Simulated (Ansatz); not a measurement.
Consider HfO₂ in the fluorite structure (space group Fm-3m, No. 225; a = 5.044 Å). Axes: x, y, z lie along the cube axes.

Method: PBEsol (Ansatz, an electronic-structure program, PAW, spin-orbit coupling left out).

Before the change:

The band gap is 3.69 eV.

Now apply this change: biaxial strain +0.42 %, plane normal [111], relaxed out of plane (Cartesian); in-plane vectors clamped, the third vector and the atoms free.

Problem. Estimate the effect on the energy relative to the base, in-plane stress, out-of-plane strain and band gap.

Solution. The energy goes up by 0.4 meV/atom; the mean in-plane stress (compression positive) is -1.3 GPa; the out-of-plane strain amounts to -0.51 %; the band gap is nearly the same (3.69 eV against 3.68 eV).

With Hf present, leaving out spin-orbit coupling can change the band edges. Whether these cells are dynamically stable was not tested. This is not the structure that HfO2 has at room temperature and ambient pressure.
